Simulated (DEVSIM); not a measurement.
Structure: Si p+/n-/n+ power diode, at 350 K.

```
layer (left to right)  material  thickness (μm)  Nd (cm⁻³)  Na (cm⁻³)  τn (s)  τp (s)
---------------------  --------  --------------  ---------  ---------  ------  ------
1                            Si            3.40          -     6.8e18    2e-5    2e-5
2                            Si            77.0     1.1e14          -    2e-5    2e-5
3                            Si            1.10       2e18          -    2e-5    2e-5
```

Left contact: ohmic. Right contact: ohmic. Voltage is applied to the left contact. Recombination: SRH at mid-gap. Mobility is μmin + (μ − μmin)/(1 + (N/Nref)^α).

The device is made up for the run: typed textbook-type constants, with dimensions and the other settings drawn at random. Values at 300 K; Nc and Nv go as T^1.5, mobilities as T to minus their exponent, the gap by Varshni's rule with the affinity fixed. The table also holds parameters that only a changed run uses.

```csv
parameter,Si
gap (eV),1.124
affinity (eV),4.05
permittivity,11.7
Nc (cm⁻³),2.86e19
Nv (cm⁻³),3.1e19
μn (cm²/Vs),1417
μp (cm²/Vs),470
"μn,min",52
"μp,min",45
"Nref,n",9.7e16
"Nref,p",2.2e17
αn,0.68
αp,0.72
T exponent of μn,2.3
T exponent of μp,2.2
Cn (cm⁶/s),2.8e-31
Cp (cm⁶/s),9.9e-32
Varshni α (eV/K),0.000473
Varshni β (K),636
```

Model (solved in DEVSIM): 1D drift-diffusion, Boltzmann statistics, complete ionisation; no tunnelling, impact ionisation, image-force lowering or self-heating.

Base results: potential step across the device at zero bias (V) 0.971; dark forward voltage at 100 A/cm² (V) 0.832; dark forward voltage at 1 A/cm² (V) 0.645.

Problem. What follows from this one change: doping Nd of layer 3 2e+18 → 2e+17 cm^-3?

Solution. potential step across the device at zero bias 0.971 → 0.901 V; dark forward voltage at 100 A/cm² 0.832 → 0.812 V; dark forward voltage at 1 A/cm² 0.645 → 0.589 V.

Problem. What follows from this one change: thickness of layer 3 1.1 → 0.39 μm?

Solution. potential step across the device at zero bias little changed (0.971 V); dark forward voltage at 100 A/cm² 0.832 → 0.823 V; dark forward voltage at 1 A/cm² 0.645 → 0.626 V.

Problem. What follows from this one change: constant mobility in place of the doping-dependent one?

Solution. potential step across the device at zero bias little changed (0.971 V); dark forward voltage at 100 A/cm² 0.832 → 0.802 V; dark forward voltage at 1 A/cm² 0.645 → 0.614 V.
